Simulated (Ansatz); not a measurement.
## NbH (I4/mmm): band-structure transport figures

Here is the system:

```xyz
2
Lattice="-1.5879 1.5879 1.9550 1.5879 -1.5879 1.9550 1.5879 1.5879 -1.9550" Properties=species:S:1:pos:R:3 pbc="T T T"
Nb     0.0000     0.0000     0.0000
H      0.0000     0.0000     1.9550
```

Level of theory: PBEsol with spin-orbit coupling, rigid bands (plane waves, PAW; Ansatz, a first-principles code). Condition of this run: spin-orbit coupling switched on. Cell: cell and atoms relaxed with PBEsol.

- density of states at the Fermi level: 1.18 states/(eV·cell), both spins
- bare Sommerfeld coefficient: 1.39 mJ/(mol of atoms·K²)
- Drude plasma energy: 6.8 (x), 6.8 (y), 6.0 (z) eV
- root-mean-square Fermi velocity: 5.3e5 m/s
- resistivity times τ: 10.5 (x), 10.5 (y), 13.8 (z) ×10⁻²² Ω·m·s

A metal at this level (no band gap); rigid bands, thermally averaged at 300 K, both spins. τ is one relaxation time for all states.

Computed structure with no diffraction record at hand here (it may be known, metastable or hypothetical): NbH (I4/mmm).
